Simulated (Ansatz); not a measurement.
For GeSb2Te4 (R3m, No. 160, 7 atoms in the cell; start mp-1224350), PBEsol (PAW; Ansatz, an electronic-structure program) gives:

| Property | Result |
|---|---|
| lattice constant a | 4.234 Å |
| c axis length | 40.420 Å |
| cohesive energy | 3.20 eV/atom |
| band gap | 0.21 eV |

**Question.** What does r²SCAN (PAW; Ansatz) give for the same quantities?

**Answer.** 
- lattice constant a: 4.262 Å (grows by 0.7 %)
- lattice parameter c: 43.083 Å (grows by 6.6 %)
- cohesive energy: 2.67 eV/atom (decreases by 0.53 eV/atom)
- band gap: 0.36 eV (increases by 0.15 eV)

Changes are worked out from the printed values.

Unless a cell is named, each level is at its own relaxed cell (PBEsol 29.89, r²SCAN 32.27 Å³/atom).

Levels without +SOC leave out spin–orbit coupling, which shifts energies and cells of such heavy elements.

Levels without +SOC have no spin–orbit coupling; where heavier elements are present it shifts gaps, mostly down, and can invert bands. Density-functional gaps are differences of (generalised) Kohn–Sham levels.

Caveats: the relaxation could not lower the start's symmetry, so the cell can be a saddle point above a distorted one (PBEsol, r²SCAN). Ansatz's density-functional and Hartree–Fock values are scalar-relativistic unless marked +SOC, with PAW data made under PBE.

A start named mp-… is a Materials Project structure, which need not be a measured phase.
